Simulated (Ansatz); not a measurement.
The parent structure is ZrGe$_{2}$ (space group Cmcm, No. 63; a = 3.7953 Å, b = 14.9168 Å, c = 3.7641 Å).

The values are results of PBEsol/PAW in Ansatz (an electronic-structure program), spin-orbit coupling left out, not measurements.

Base values:

- Volume per atom: 17.76 Å³

Modification: a hydrostatic pressure of 0.3 GPa.

Q: Estimate the effect on the volume per atom.

A: The volume per atom falls by 0.044 Å³ to 17.71 Å³.

Load acts through the strain it causes; cell and atoms are relaxed under it. Stability against distortions was not tested. All final runs are without spin polarisation.
